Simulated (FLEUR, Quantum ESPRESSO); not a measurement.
A Quantum ESPRESSO input for a self-consistent single point of SrBi3 (Pm-3m, 4 atoms in the cell) (DFT, PBEsol, plane waves, PseudoDojo standard norm-conserving (PBESOL) pseudopotentials):

```fortran
&CONTROL
 calculation = 'scf'
 prefix = 'scf'
 outdir = './tmp'
 pseudo_dir = './'
 tprnfor = .true.
 tstress = .true.
/
&SYSTEM
 ibrav = 1
 celldm(1) = 9.3516876729
 nat = 4
 ntyp = 2
 ecutwfc = 70
 occupations = 'smearing'
 smearing = 'gauss'
 degauss = 0.0073499
/
&ELECTRONS
 conv_thr = 1.0d-9
 mixing_beta = 0.7
/
ATOMIC_SPECIES
Sr    87.6200  Sr.upf
Bi   208.9804  Bi.upf
ATOMIC_POSITIONS {crystal}
Sr    0.0000000000    0.0000000000    0.0000000000
Bi    0.5000000000    0.5000000000    0.0000000000
Bi    0.0000000000    0.5000000000    0.5000000000
Bi    0.5000000000    0.0000000000    0.5000000000
K_POINTS {automatic}
5 5 5  0 0 0
```

### Question
Give the FLEUR input for the same structure, mesh, smearing and functional.

### Answer
One input that does it (others would too):

Input of the input generator:

```
SrBi3
&input film=f /
1.0000000000 0.0000000000 0.0000000000
0.0000000000 1.0000000000 0.0000000000
0.0000000000 0.0000000000 1.0000000000
9.3516876729
1.0 1.0 1.0

4
38 0.0000000000 0.0000000000 0.0000000000
83 0.5000000000 0.5000000000 0.0000000000
83 0.0000000000 0.5000000000 0.5000000000
83 0.5000000000 0.0000000000 0.5000000000

&comp jspins=1 /
&exco xctyp='PBEs' /
&kpt div1=5 div2=5 div3=5 /
&end /
```

```xml
<?xml version="1.0" encoding="UTF-8" standalone="no"?>
<fleurInput fleurInputVersion="0.39">
   <comment>
      SrBi3                                                                                               
   </comment>
   <calculationSetup>
      <cutoffs Kmax="3.8" Gmax="15.2" GmaxXC="15.2" numbands="0"/>
      <scfLoop itmax="100" minDistance="0.00001" maxIterBroyd="15" imix="Anderson" alpha="0.05" precondParam="0.0" spinf="2.0"/>
      <coreElectrons ctail="T" frcor="F" kcrel="0" coretail_lmax="0"/>
      <xcFunctional name="PBEs" relativisticCorrections="F"/>
      <magnetism jspins="1"/>
      <soc l_soc="F" theta="0.0" phi="0.0" spav="F"/>
      <expertModes spex="0" secvar="F"/>
      <geometryOptimization l_f="T" forcealpha="1.0" forcemix="BFGS" epsdisp="0.00001" epsforce="0.00001"/>
      <ldaU l_linMix="F" mixParam="0.05" spinf="1.0"/>
   </calculationSetup>
   <cell>
      <bzIntegration valenceElectrons="55.0" mode="gauss" fermiSmearingEnergy="0.00367493">
         <kPointListSelection listName="default-1"/>
         <!-- k-points included here -->
         <xi:include xmlns:xi="http://www.w3.org/2001/XInclude" href="kpts.xml"> </xi:include>
      </bzIntegration>
      <!-- symmetry operations included here -->
      <xi:include xmlns:xi="http://www.w3.org/2001/XInclude" href="sym.xml"> </xi:include>
      <bulkLattice scale="1.0">
         <bravaisMatrix>
            <row-1>    9.3516876729000007     0.0000000000000000     0.0000000000000000</row-1>
            <row-2>    0.0000000000000000     9.3516876729000007     0.0000000000000000</row-2>
            <row-3>    0.0000000000000000     0.0000000000000000     9.3516876729000007</row-3>
         </bravaisMatrix>
      </bulkLattice>
   </cell>
   <atomSpecies>
      <species name="Strontium (Sr)" element="Sr" atomicNumber="38">
         <mtSphere radius="2.63" gridPoints="925" logIncrement="0.014"/>
         <atomicCutoffs lmax="10" lnonsphr="8"/>
         <electronConfig flipSpins="F">
            <coreConfig>(1s1/2) (2s1/2) (2p1/2) (2p3/2) (3s1/2) (3p1/2) (3p3/2) (3d3/2) (3d5/2)</coreConfig>
            <valenceConfig>(4s1/2) (4p1/2) (4p3/2) (5s1/2)</valenceConfig>
         </electronConfig>
         <energyParameters s="5" p="5" d="4" f="4"/>
         <lo type="SCLO" l="0" n="4" eDeriv="0"/>
         <lo type="SCLO" l="1" n="4" eDeriv="0"/>
      </species>
      <species name="Bismuth (Bi)" element="Bi" atomicNumber="83">
         <mtSphere radius="2.63" gridPoints="925" logIncrement="0.015"/>
         <atomicCutoffs lmax="10" lnonsphr="8"/>
         <electronConfig flipSpins="F">
            <coreConfig>(1s1/2) (2s1/2) (2p1/2) (2p3/2) (3s1/2) (3p1/2) (3p3/2) (4s1/2) (3d3/2) (3d5/2) (4p1/2) (4p3/2) (5s1/2) (4d3/2) (4d5/2) (5p1/2) (5p3/2) (4f5/2) (4f7/2)</coreConfig>
            <valenceConfig>(6s1/2) (5d3/2) (5d5/2) (6p1/2) (6p3/2)</valenceConfig>
            <stateOccupation state="(6p1/2)" spinUp="0.5" spinDown="0.5"/>
            <stateOccupation state="(6p3/2)" spinUp="1.0" spinDown="1.0"/>
         </electronConfig>
         <energyParameters s="6" p="6" d="6" f="5"/>
         <lo type="SCLO" l="2" n="5" eDeriv="0"/>
      </species>
   </atomSpecies>
   <atomGroups>
      <atomGroup species="Strontium (Sr)">
         <relPos label="                   1">.0000000000 .0000000000 .0000000000</relPos>
         <force calculate="T" relaxXYZ="TTT"/>
      </atomGroup>
      <atomGroup species="Bismuth (Bi)">
         <relPos label="                   2">1.000/2.000 1.000/2.000 .0000000000</relPos>
         <relPos label="                   3">.0000000000 1.000/2.000 1.000/2.000</relPos>
         <relPos label="                   4">1.000/2.000 .0000000000 1.000/2.000</relPos>
         <force calculate="T" relaxXYZ="TTT"/>
      </atomGroup>
   </atomGroups>
   <output dos="F" band="F" slice="F">
      <checks vchk="F" cdinf="F"/>
      <bandDOS minEnergy="-.5*Htr" maxEnergy="0.5*Htr" sigma="0.015" storeEVData="T"/>
      <vacuumDOS vacdos="F" integ="F" star="F" nstars="0" locx1="0.0" locy1="0.0" locx2="0.0" locy2="0.0" nstm="0" tworkf="0.0"/>
      <unfoldingBand unfoldBand="F" supercellX="1" supercellY="1" supercellZ="1"/>
      <plotting iplot="0" polar="F">
         <plot TwoD="T" vec1="  1.0  0.0  0.0" vec2="  0.0  1.0  0.0" vec3="  0.0  0.0  1.0" zero="  0.0  0.0  0.0" file="plot"/>
      </plotting>
      <chargeDensitySlicing numkpt="0" minEigenval="0.0" maxEigenval="0.0" nnne="0" pallst="F"/>
      <specialOutput eonly="F"/>
      <magneticCircularDichroism mcd="F" energyLo="-10.0" energyUp="0.0"/>
   </output>
  <!-- We include the file relax.xml here to enable relaxations (see documentation) -->
  <xi:include xmlns:xi="http://www.w3.org/2001/XInclude" href="relax.xml"> <xi:fallback/> </xi:include>
</fleurInput>
```

Basis, cutoffs, solver keys and any potentials are the target program's own. This input uses DFT, PBEsol, all-electron FLAPW (FLEUR), scalar-relativistic valence.

The starting cell comes from a database of computed structures (which also holds hypothetical and non-ambient phases and stackings), without a prior relaxation at this level. Its lattice was rescaled by a random factor within 2.5 % of one. For this run, on top of that: lattice scaled by 0.98.
